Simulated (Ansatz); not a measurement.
Consider PbF₂ in the fluorite structure (space group Fm-3m, No. 225; a = 5.8987 Å).

Computed with PBEsol (Ansatz, a program for electronic structure; PAW; 420 eV plane waves; no spin-orbit coupling).

Before the change:

* **Valley order**: X along ⟨100⟩ 4.31 eV; L along ⟨111⟩ 4.93 eV; a point along ⟨110⟩, about 0.6 Å⁻¹ from Γ 5.30 eV
* **Smallest direct gap**: 4.46 eV

One thing is altered: every lattice vector is shortened by 1.50 %, atoms relaxed at fixed cell.

**Question.** Estimate the effect on the energy relative to the base.

**Answer.** The energy rises by 8.7 meV/atom.

**Question.** What does the calculation give for the valley order after the change?

**Answer.** The valley order (the lowest conduction-band minima on the path, energy above the VBM, named in the base's zone) goes from X along ⟨100⟩ 4.31 eV; L along ⟨111⟩ 4.93 eV; a point along ⟨110⟩, about 0.6 Å⁻¹ from Γ 5.30 eV to X along ⟨100⟩ 4.29 eV; L along ⟨111⟩ 4.90 eV; a point along ⟨110⟩, about 0.6 Å⁻¹ from Γ 5.28 eV.

**Question.** Predict the new smallest direct gap.

**Answer.** The smallest direct gap falls by 0.01 eV, from 4.46 eV to 4.45 eV.

With Pb present, leaving out spin-orbit coupling can change the band edges. The cells carry an imposed strain or load. No phonon test of stability was made.
